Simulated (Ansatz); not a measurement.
# Effect of isotropic strain +3.00 % on C

Start from C in the diamond structure (space group Fd-3m, No. 227; a = 3.572 Å).

It is then changed as follows: an isotropic linear strain of +3.00 %, atoms relaxed at fixed cell.

Calculations: plane-wave PAW DFT at the PBE level (Ansatz, an electronic-structure program, 420 eV), scalar-relativistic without spin-orbit coupling. k-mesh 16×16×16 (Γ-centred); smearing 0.05 eV (Fermi–Dirac).

- Volume per atom: 6.22 Å³ (base 5.69 Å³)
- Space group: Fd-3m (No. 227) (base Fd-3m (No. 227))
- Energy relative to the base (free energy F): +57 meV/atom
- Band gap: 3.94 eV (base 4.13 eV)
- Smallest direct gap: 5.34 eV (base 5.58 eV)
- Width of the top valence band: 7.55 eV (base 8.29 eV)
- Electron mass: 1.5 mₑ along k, 0.29 mₑ across (off the special points) (base 1.7 mₑ along k, 0.29 mₑ across (off the special points))
- Hole mass (degenerate bands, along [100]): 0.31, 0.31, 0.47 mₑ (at Γ) (base 0.30, 0.30, 0.51 mₑ (at Γ))

Final structure:

```xyz
2
Lattice="0.0000 1.8394 1.8394 1.8394 0.0000 1.8394 1.8394 1.8394 0.0000" Properties=species:S:1:pos:R:3 pbc="T T T"
C      0.0000     0.0000     0.0000
C      0.9197     0.9197     0.9197
```

Effective masses come from finite differences of ±0.01 Å⁻¹. Along k means along the line from Γ to the band edge. No phonon test of stability was made.
